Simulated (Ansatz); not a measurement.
## Effect of pressure 22.5 GPa on C

Consider C in the diamond structure (space group Fd-3m, No. 227; a = 3.5317 Å).

Modification: cell and atoms relaxed at a pressure of 22.5 GPa.

Level of theory: LDA, PAW, 420 eV (Ansatz, a quantum-chemistry and plane-wave program; no SOC). k-mesh 16×16×16 (Γ-centred); smearing 0.05 eV (Fermi–Dirac).

* **Volume per atom**: 5.27 Å³ (base 5.51 Å³)
* **Density**: 3.79 g/cm³ (base 3.62 g/cm³)
* **Lattice parameter a**: 348.0 pm (base 353.2 pm)
* **Shortest interatomic distance**: 150.7 pm (base 152.9 pm)
* **Enthalpy H = E + PV relative to the base's energy**: +0.76 eV/atom
* **Band gap**: 4.29 eV (base 4.17 eV)
* **Smallest direct gap**: 5.75 eV (base 5.62 eV)
* **Width of the top valence band**: 9.02 eV (base 8.62 eV)
* **Electron mass**: 1.7 mₑ along k, 0.29 mₑ across (off the special points) (base 1.8 mₑ along k, 0.29 mₑ across (off the special points))

Cost of the whole job for the changed cell (relaxation, final SCF and bands): around 8 core-seconds (rough).

Load acts through the strain it causes; cell and atoms are relaxed under it. Effective masses come from finite differences of ±0.01 Å⁻¹. Along k means along the line from Γ to the band edge. No phonon test of stability was made. No other phases were tried under pressure.
